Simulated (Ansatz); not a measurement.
Ansatz (a program for electronic structure) run on TlSbO3 (Pm-3m, 5 atoms in the cell): self-consistent single point

Level of theory: PBEsol, default PAW files made with PBE (plane waves; Ansatz).

Input:

Ansatz 0.2 input:
```yaml
# TlSbO3
crystal:
  lattice:
    - [4.12317600, 0.00000000, 0.00000000]
    - [0.00000000, 4.12317600, 0.00000000]
    - [0.00000000, 0.00000000, 4.12317600]
  atoms:
    - { symbol: Tl, position: [0.00000000, 0.00000000, 0.00000000] }
    - { symbol: Sb, position: [0.50000000, 0.50000000, 0.50000000] }
    - { symbol: O, position: [0.00000000, 0.50000000, 0.50000000] }
    - { symbol: O, position: [0.50000000, 0.50000000, 0.00000000] }
    - { symbol: O, position: [0.50000000, 0.00000000, 0.50000000] }
basis:
  ecutwfc: 420.0
kpoints:
  mp_grid: { grid: [8, 8, 8] }
hamiltonian:
  xc: pbesol
  pseudopotentials: { kind: paw }
scf:
  occupations: { method: gaussian, width: 0.136 }
output:
  forces: true
  eigenvalues: true
  stress: true
```

Log, with long lists cut:

```
WARN ansatz: RAYON_NUM_THREADS=1 ignored (pool sized by the plan → 1); use --threads N
Pseudopotentials: kind: paw
Pseudopotential: Tl, paw, valence charge 13
Pseudopotential: Sb, paw, valence charge 15
Pseudopotential: O, paw, valence charge 6
Crystal: 5 atoms, lattice volume = 70.096 Å³
Basis set: ecut = 420 eV, 1357 PW (Γ), exchange–correlation on 60×60×60 points (8 copies of the dense FFT grid, shifted against one another)
Bands: 28, of which v1, the nominal top of the filled ones, is band 23 counted from 1 (22 counted from 0)
Symmetry: 48 space group operations
Space group: Pm-3m (ITA 221), of the structure as read, at distance tolerance 4.1e-5 Å
k-points: 35 of 512
PAW frozen core: Tl, regenerated for the run's functional, and the local potential with it
PAW frozen core: Sb, regenerated for the run's functional, and the local potential with it
PAW frozen core: O, regenerated for the run's functional, and the local potential with it
Initial density: superposition of atomic densities (neutral atoms: chi_scale 0, normalization atom), corrected by the library's trained network
Initial wavefunctions: pseudopotential atomic-orbital guess
Eigensolver: davidson
Functional: x = pbesol(κ = 0.804, μ = 0.12345679012345678), c = pbesol(β = 0.046)
SCF iter   1: F=—  HF=-19383.936205 eV  |F-HF|=—  |Δ(HF+E_count)|=         —  Δρ=1.67e-2  dr2=1.64e-1  ethr=1.77e-3  ⟨swp⟩=6.2  Hψ=4633  notcnv=0
all-band conjugate gradients solve this SCF's bands
preconditioner: auto → Kerker (q_TF=auto, 2.543 Å⁻¹)
SCF iter   2: F=—  HF=-19383.898488 eV  |F-HF|=—  |Δ(HF+E_count)|=   3.77e-2  Δρ=6.39e-3  dr2=2.83e-2  ethr=3.57e-4  ⟨swp⟩=1.9  Hψ=1303  notcnv=0  defer=4
SCF iter   3: F=—  HF=-19383.892377 eV  |F-HF|=—  |Δ(HF+E_count)|=   6.11e-3  Δρ=1.38e-3  dr2=7.03e-4  ethr=6.16e-5  ⟨swp⟩=2.1  Hψ=1473  notcnv=0  defer=5
SCF iter   4: F=—  HF=-19383.892377 eV  |F-HF|=—  |Δ(HF+E_count)|=   4.96e-7  Δρ=4.99e-4  dr2=1.46e-4  ethr=1.53e-6  ⟨swp⟩=2.0  Hψ=1488  notcnv=0  defer=5
SCF iter   5: F=—  HF=-19383.892342 eV  |F-HF|=—  |Δ(HF+E_count)|=   3.52e-5  Δρ=9.49e-5  dr2=1.23e-5  ethr=3.17e-7  ⟨swp⟩=2.1  Hψ=1495  notcnv=0  defer=5
SCF iter   6: F=—  HF=-19383.892319 eV  |F-HF|=—  |Δ(HF+E_count)|=   2.24e-5  Δρ=5.70e-5  dr2=2.04e-6  ethr=2.67e-8  ⟨swp⟩=2.0  Hψ=1232  notcnv=0  defer=5
SCF iter   7: F=-19383.892319 eV  HF=-19383.892319 eV  |F-HF|=8.92e-9  |Δ(HF+E_count)|=   4.58e-7  Δρ=9.47e-6  dr2=3.81e-8  ethr=2.17e-10  ⟨swp⟩=7.3  Hψ=4975  notcnv=0
SCF 1 converged in 7 iterations: F = -19383.892319 eV  dr2 = 3.81e-8
SCF converged after 7 iterations
Free energy (F): -19383.892319 eV
Harris-Foulkes:  -19383.892319 eV  (|F-HF|=8.92e-9)
Internal energy: -19383.874890 eV  (E = F + TS)
E sigma→0 (E₀):  -19383.883605 eV
Entropy (-TS):   -0.017429 eV (-3.486 meV/atom)
Fermi energy:    9.648704 eV
--- Per-component energies (eV) ---
  E_band       = -120.742673
  E_kinetic    = 1061.951972
  E_local      = -3182.375452  (includes V_loc(G=0)·N_el)
  E_nonlocal   = 835.638530
  E_hartree    = 1282.324241
  E_xc         = -583.937469
  E_vxc        = -518.163468  (∫ρ·V_xc dr)
  E_paw        = -14978.486082  (= ΣΔE_a)
  E_vpaw       = -882.457826  (= ΣTr[D̂ρ^β])
  E_aug_tail   = 0.007335  (compensation charges beyond the density's cutoff)
  E_ewald      = -3819.473951
  E_core_change = 0.475986  (= ΣΔE_core)
  E_smearing   = -0.017429  (= −TS)
  E_closure    = 0.000000  (closes the sum)
  Σ components = -19383.892319   (vs F -19383.892319, Δ=0.00e0)
--- Forces (eV/Å), atoms counted from 1 ---
  atom   1  Tl    -0.00000000     0.00000000     0.00000000
   [... zero for the other atoms too ...]
  max |Σ_I F_I| component: 1.07e-28 eV/Å
--- Stress (GPa, compression-positive) ---
       -5.915950       0.000000      -0.000000
        0.000000      -5.915950       0.000000
        0.000000       0.000000      -5.915950
  P = ⅓ Tr σ = -5.9160 GPa (-59.160 kbar)
  The stress holds the Pulay correction. Without it, at fixed plane waves, as pw.x and ABINIT print it: P = -6.5137 GPa
--- Band table (eV; the first three rows and the last of 35) ---
  k-point 0: bands = ["-19.9213", "-19.9213", "-19.7394", "-19.7394", "-19.7394", "-9.7013", "-6.9412", "-6.9412", "0.4187", "0.4187", "0.4602", "0.4602", "0.4602", "2.8012", "2.8012", "2.8012", "6.1125", "6.5380", "7.4873", "7.4873", "7.4873", [...]
  k-point 1: bands = ["-19.9213", "-19.9144", "-19.7401", "-19.7401", "-19.7394", "-9.6351", "-7.0708", "-6.9366", "0.4028", "0.4325", "0.4329", "0.4329", "0.4608", "2.6310", "2.8697", "2.8697", "5.6209", "7.0143", "7.4696", "7.4696", "7.7807", [...]
  k-point 2: bands = ["-19.9211", "-19.8976", "-19.7416", "-19.7416", "-19.7394", "-9.4438", "-7.4135", "-6.9255", "0.3643", "0.3708", "0.3708", "0.4623", "0.4667", "2.3565", "3.0380", "3.0380", "4.9128", "7.3738", "7.3738", "7.7593", "7.8134", [...]
  k-point 34: bands = ["-19.8483", "-19.8483", "-19.7482", "-19.7482", "-19.7482", "-8.0114", "-8.0114", "-8.0114", "-2.1778", "0.4958", "0.4958", "0.4958", "0.5487", "0.5487", "5.3845", "5.3845", "5.3845", "6.8665", "6.9828", "6.9828", "8.7706", [...]
```

The run converged in 7 iterations.

The starting cell was generated: these elements placed on a structure prototype, without a prior relaxation; it need not be a known phase or ordering of this composition. Spin-orbit coupling is off. With a pressure of about -6 GPa the cell is away from its equilibrium volume at this level. Ansatz's pressure includes its estimate of the finite-basis (Pulay) stress. Without the estimate this run gives -6.51 GPa. The run gives no clean gap (levels at the Fermi energy touch, overlap or are partly filled at this smearing), which alone does not show that the compound is a metal.
